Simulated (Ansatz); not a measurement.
Base system: SiC in the wurtzite structure (space group P6_3mc, No. 186; a = 3.075 Å, c = 5.048 Å).

It is then changed as follows: a hydrostatic pressure of 15 GPa.

Method: r2SCAN, PAW, 500 eV (Ansatz, an electronic-structure program; no spin-orbit coupling).

Base, band edges from the VBM (valence, conduction): K -3.98, 2.65; H -1.82, 5.58; M -1.25, 3.22; L -2.44, 3.71; A -0.75, 6.49; Γ 0.00, 5.37 eV.

**Question.** Give the band edges at the high-symmetry points of the new zone, measured from its valence-band maximum.

**Answer.** 
```csv
point,valence edge (eV),conduction edge (eV)
Γ,0.00,5.90
M,-1.27,3.34
K,-4.17,2.56
A,-0.76,7.03
L,-2.50,3.86
H,-1.85,5.91
```

The gap is 2.56 eV, indirect, Γ → K.

Load acts through the strain it causes; cell and atoms are relaxed under it. Stability against distortions was not tested. Competing high-pressure phases were not computed.
